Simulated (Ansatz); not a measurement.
Consider C in the diamond structure (space group Fd-3m, No. 227; a = 3.554 Å). Axes: x, y, z lie along the cube axes.

Calculations: Ansatz (a quantum-chemistry and plane-wave program), PBEsol, PAW, cutoff 420 eV, no spin-orbit coupling.

Strains are applied to the cell and any free atomic positions relax.

One change was made to it. Results:

| quantity | base | after |
|---|---|---|
| energy relative to the base (free energy F) | 0 meV/atom | +7.6 meV/atom |
| band gap | 4.03 eV | 3.55 eV |

Task: What was done to the base?
(A) uniaxial strain ε_zz = −1.50 %
(B) uniaxial strain ε_zz = −2.00 %
(C) uniaxial strain ε_zz = +1.50 %
(D) uniaxial strain ε_zz = −3.00 %
(E) uniaxial strain ε_zz = −2.50 %

Result: B, uniaxial strain ε_zz = −2.00 %. For comparison, the band gap in the other runs: uniaxial strain ε_zz = −3.00 % gives 3.30 eV; uniaxial strain ε_zz = +1.50 % gives 3.81 eV; uniaxial strain ε_zz = −1.50 % gives 3.67 eV; uniaxial strain ε_zz = −2.50 % gives 3.43 eV.

Whether these cells are dynamically stable was not tested.
